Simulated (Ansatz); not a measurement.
**A computed series for Mg2Sn: response to strain**

Base system: Mg2Sn (space group Fm-3m, No. 225; a = 6.818 Å; relaxed with 0.1 eV smearing).

Strains are applied to the cell and any free atomic positions relax.

Level of theory: PBE in Ansatz (plane waves to 420 eV, PAW, spin-orbit coupling left out).

Notes on the quantities. energy relative to the base: free energy F.

```tsv
change	energy relative to the base	pressure	shortest interatomic distance
base	0 meV/atom	0.0 GPa	295.2 pm
isotropic strain −3.00 %	+30 meV/atom	4.5 GPa	286.4 pm
isotropic strain −2.50 %	+20 meV/atom	3.6 GPa	287.8 pm
isotropic strain −2.00 %	+13 meV/atom	2.8 GPa	289.3 pm
isotropic strain −1.50 %	+7.1 meV/atom	2.0 GPa	290.8 pm
isotropic strain −1.00 %	+3.1 meV/atom	1.3 GPa	292.3 pm
isotropic strain −0.50 %	+0.8 meV/atom	0.6 GPa	293.7 pm
isotropic strain +0.50 %	+0.7 meV/atom	-0.6 GPa	296.7 pm
isotropic strain +1.50 %	?	?	299.6 pm
isotropic strain +2.00 %	+11 meV/atom	-2.1 GPa	301.1 pm
```

Q: What belongs in the blanks?

A: 
- isotropic strain +1.50 %, energy relative to the base: +6.4 meV/atom
- isotropic strain +1.50 %, pressure: -1.6 GPa

Stability against distortions was not tested.

Ansatz is a program for electronic structure.
